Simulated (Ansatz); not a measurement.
Consider SiO2 (space group P3_221, No. 154; a = 4.8658 Å, c = 5.3652 Å). Axes: x lies along a and z along c of the hexagonal cell.

Level of theory: LDA (Ansatz, an electronic-structure program, PAW, spin-orbit coupling left out).

Before the change:

```
Item                    Result
-------------  ---------------
Electron mass   0.50 mₑ (at Γ)
Band gap               5.83 eV
Gap character  indirect, K → Γ
```

One thing is altered: uniaxial strain ε_zz = −2.25 %, all other strain components held at zero; the atoms relax in the strained cell.

Problem. How does this affect the electron mass?

Solution. The electron mass becomes 0.49 mₑ (at Γ) (base: 0.50 mₑ (at Γ)).

Problem. How does this affect the band gap?

Solution. The band gap grows by 0.05 eV to 5.88 eV.

Problem. How does this affect the largest internal atomic displacement?

Solution. The largest internal atomic displacement amounts to 0.041 Å.

Problem. What happens to the gap character?

Solution. The gap character is still indirect, K → Γ.

Problem. Estimate the effect on the energy relative to the base.

Solution. The energy grows by 2.0 meV/atom.

Masses are band curvatures over ±0.01 Å⁻¹ around the edge. Stability against distortions was not tested.
